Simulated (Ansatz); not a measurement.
**The (100) surface of fcc Ag, one row in 3 of the top plane missing (bottom of the slab: a bare face, its two planes held)**

All values below come from PBE (plane waves to 420 eV, PAW; Ansatz, an electronic-structure program).

Slab: 17 atoms, 10.4 Å thick at the start (thin: gaps and levels are the slab's own); k 13x5x1, smearing 0.1 eV, dipole-corrected; 6 atoms held, the rest relaxed; symmetry of the start imposed; no spin, no spin-orbit, no U. It is one candidate, not shown to be the stable structure of the face.

- work function of the top face: 4.16 eV
- energy released by relaxation: 0.039 eV
- cost: about 8 core-minutes (a rough figure)
